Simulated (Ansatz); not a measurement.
## How far to go with the plane-wave cutoff: MnO₂ (Cmm2, 6 atoms in the cell)

```
MnO2
1.0
    4.37800     0.00000     0.00000
    0.00000     4.37800     0.00000
    0.00000     0.00000     2.85565
Mn O
2 4
Direct
  0.00000   0.00000   0.01751
  0.50000   0.50000   0.50000
  0.30500   0.30500   0.00000
  0.80500   0.19500   0.50000
  0.19500   0.80500   0.50000
  0.69500   0.69500   0.00000
```
Moments meant for the start (each program seeds them in its own way; μB, in the order of the atoms Mn Mn O O O O): 3.0 -3.0 0.0 0.0 0.0 0.0.

Level of theory: LDA (PW92), default PAW files made with PBE (plane waves; Ansatz, a quantum-chemistry and plane-wave program).

Base settings: basis.ecutwfc = 420 eV; kpoints.mp_grid.grid = 3 3 6; hamiltonian.xc = lda; hamiltonian.pseudopotentials = {kind: paw} (the program's default PAW files); magnetization.spin_polarized = true; scf.occupations.method = fermi_dirac; scf.occupations.width = 0.01 eV.

The second cell is the first with its lattice scaled by 0.98.

The mesh stays at the base's, so the ladder's end is converged at best in this setting alone.

The first pressure column holds Ansatz's estimate of the finite-basis (Pulay) stress, which hides part of the cutoff error; the other is without it.

Only quantities that move along the ladder and can be compared are tabulated.

The magnetic state is not the same in all runs (site moments differ, or a search went on to a lower state), so steps between rows are not convergence errors alone.

The count of work is k-points × plane waves × bands × iterations; it is no time. 

The starting cell has typed, rounded lattice constants, without a prior relaxation at this level. Its lattice was rescaled by up to half a per cent. One atom was moved a little off its site on purpose. The magnetic order is the one reached from the typed start; others were not searched systematically. In the base run, with a pressure of about -12 GPa the cell is away from its equilibrium volume at this level. Without a gap this mesh is coarse (it stands for a supercell whose shortest vector is 13 Å).

Steps (basis.ecutwfc): 145 eV; 170 eV; 190 eV; 210 eV; 230 eV; 250 eV; 295 eV; 335 eV; 380 eV; 420 eV; 460 eV; 505 eV; 565 eV; 630 eV; 735 eV; 840 eV; 1010 eV.

Question: What is the coarsest basis.ecutwfc that holds the energy of the compressed cell less the first within 0.2 meV/atom of the last step, with all finer ones?

Answer: 420 eV, at 0.25 of the last step's count of work; the step before is off by 0.35 meV/atom.

Question: What is the coarsest basis.ecutwfc that holds the forces within 0.005 eV/Å of the last step, with all finer ones?

Answer: 420 eV, at 0.25 of the last step's count of work; the step before is off by 0.008 eV/Å.

Question: What is the coarsest basis.ecutwfc that holds the pressure without the Pulay estimate within 0.2 GPa of the last step, with all finer ones?

Answer: 505 eV, at 0.31 of the last step's count of work; the step before is off by 0.22 GPa.

```csv
basis.ecutwfc,free energy less the last step's (meV/atom),energy of the compressed cell less the first (meV/atom),pressure (GPa),pressure without the Pulay estimate (GPa),largest difference of a force vector from the last step's (eV/Å),count of work / last
145 eV,36933.40,-334.35,41.59,-1646.62,2.677,0.074
170 eV,18104.52,8.97,71.54,-974.26,1.059,0.054
190 eV,9766.00,234.12,58.28,-600.59,1.258,0.068
210 eV,5398.23,109.91,16.08,-378.97,1.130,0.071
230 eV,3029.19,14.01,-15.01,-243.95,0.758,0.083
250 eV,1755.44,-37.13,-20.01,-162.11,0.326,0.11
295 eV,486.84,-20.17,-15.43,-64.39,0.063,0.12
335 eV,139.24,-14.05,-12.91,-30.33,0.037,0.17
380 eV,30.79,-15.92,-12.10,-17.00,0.008,0.20
420 eV,7.26,-15.62,-12.08,-13.33,0.001,0.25
460 eV,2.22,-15.46,-12.08,-12.33,0.001,0.26
505 eV,1.33,-15.45,-12.07,-12.11,0.001,0.31
565 eV,1.09,-15.48,-12.08,-12.10,0.001,0.39
630 eV,0.86,-15.52,-12.09,-12.11,0.001,0.42
735 eV,0.63,-15.55,-12.09,-12.11,0.000,0.54
840 eV,0.33,-15.57,-12.10,-12.13,0.000,0.71
1010 eV,0.00,-15.57,-12.10,-12.10,0.000,1.0
```

The energy difference between the two cells stays within 1 meV/atom of the last step's from 380 eV on, the total only from 630 eV on: much of the error is common to both cells and cancels.

At the lowest cutoff the pressure without the Pulay estimate lies 1630 GPa under the last step's, the usual sign of Pulay stress in an incomplete plane-wave basis.

Keys are those of Ansatz 0.2.
